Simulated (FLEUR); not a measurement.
FLEUR run on Pt (Fm-3m, 1 atom in the cell): self-consistent single point.

Method: PBEsol, all-electron FLAPW (FLEUR), scalar-relativistic valence.

The change in words: lattice scaled by 0.98; kpt_div: 10 10 10 → 28 28 28. Reference geometry:
```
CELL_PARAMETERS angstrom
      0.00000     1.95412     1.95412
      1.95412     0.00000     1.95412
      1.95412     1.95412     0.00000
ATOMIC_POSITIONS crystal
  Pt 0.00000 0.00000 0.00000
```

Reference input (self-consistent single point, DFT, PBEsol, all-electron FLAPW (FLEUR), scalar-relativistic valence): Kmax = 4.1 1/bohr; GmaxXC = 12.3 1/bohr; xcFunctional = PBEs; jspins = 1; l_soc = F; mode = hist; fermiSmearingEnergy = 0.00367493 Htr; mesh (inpgen div1-3) = 10 10 10; inpgen gamma flag = true; Gmax = 12.3 1/bohr; numbands = 0; maxIterBroyd = 15. This run's input differs from it in these lines:

```diff
@@ -3,5 +3,5 @@
 &input film=f /
-0.0000000000 1.9541200000 1.9541200000
-1.9541200000 0.0000000000 1.9541200000
-1.9541200000 1.9541200000 0.0000000000
+0.0000000000 1.9150380000 1.9150380000
+1.9150380000 -0.0000000000 1.9150380000
+1.9150380000 1.9150380000 -0.0000000000
 1.8897261246
@@ -14,3 +14,3 @@
 &exco xctyp='PBEs' /
-&kpt div1=10 div2=10 div3=10 gamma=t /
+&kpt div1=28 div2=28 div3=28 gamma=t /
 &end /
@@ -43,5 +43,5 @@
          <bravaisMatrix>
-            <row-1>    0.0000000000000000     3.6927516146033521     3.6927516146033521</row-1>
-            <row-2>    3.6927516146033521     0.0000000000000000     3.6927516146033521</row-2>
-            <row-3>    3.6927516146033521     3.6927516146033521     0.0000000000000000</row-3>
+            <row-1>    0.0000000000000000     3.6188973382017346     3.6188973382017346</row-1>
+            <row-2>    3.6188973382017346     0.0000000000000000     3.6188973382017346</row-2>
+            <row-3>    3.6188973382017346     3.6188973382017346     0.0000000000000000</row-3>
          </bravaisMatrix>
```

The program printed (abridged):

```
 Iteration:     1   Distance:      19.04126829 me/bohr^3
 Iteration:     2   Distance:      17.08939489 me/bohr^3
 Iteration:     3   Distance:       7.04680322 me/bohr^3
 Iteration:     4   Distance:       2.87976842 me/bohr^3
 Iteration:     5   Distance:       3.26869045 me/bohr^3
   [... 4 lines left out ...]
 Iteration:    10   Distance:       0.00151410 me/bohr^3
 Iteration:    11   Distance:       0.00006179 me/bohr^3
 Iteration:    12   Distance:       0.00002575 me/bohr^3
 Iteration:    13   Distance:       0.00000181 me/bohr^3
 Run finished successfully
 Stop message:
   Structural relaxation: Done

[file out, last iteration]
             iter=     14
[...]
          total density-effective poten   -3.2414556064E+04
          total charge density-energy d   -3.5218290875E+02
 Updated energy parameters for spin:           1
[...]
 fermi energy and band-weighting factors:

[...]
FERMIE:
          first approx. to ef    (T=0)  :   0.597125 htr   (energy of the highest occ. eigenvalue)
          number of occ. states  (T=0)  :       5017
          first approx. to seigv (T=0)  :  -3.635981 htr
          sum of weights of occ. states :   8.000911
          sum of semicore charge        :   0.000000 e
FERHIS:  Fermi-Energy by histogram:
          bandgap                     :   0.000041 htr
   [... lines left out ...]
          charge neutrality (T=0)     :   0.001822    (zero if the highest occ. eigenvalue is "entirely" occupied)
     EF_NEWTON:  Adjust Fermi-Energy by Newton-Method.
 Direct bandgap for spin            1 :    4.7300283746379845E-003  Htr
   [... lines left out ...]
 ---->    (input%tkb*entropy) TS=              0.0018206138 htr
 ---->    free energy=                    -18441.5831944679 htr
      extrapolation for T->0
 ---->    total electron energy=          -18441.5822841610 htr
 ***** TOTAL FORCES ON ATOMS *****
 TOTAL FORCE FOR ATOM TYPE=  1  X=  0.000   Y=  0.000   Z=  0.000
                       FX_TOT= 0.000000 FY_TOT= 0.000000 FZ_TOT= 0.000000
 Structural relaxation: Done
```

The run converged in 13 iterations. FLEUR gives forces in its relaxation mode, with a further iteration, so its stop message speaks of a relaxation. Against the reference run the free energy goes up by 54.9 meV/atom.

The starting cell has typed, rounded lattice constants, without a prior relaxation at this level. Its lattice was rescaled by up to half a per cent. For this run, on top of that: lattice scaled by 0.98. Spin-orbit coupling is off. Spin polarisation is off. Values depend on the basis (sphere radii, cutoffs, local orbitals), which need not be converged. The log's line on a gap gives a spacing of levels on this mesh, which the program prints for metals too.

Cost on one core of a shared machine: roughly 2 min.
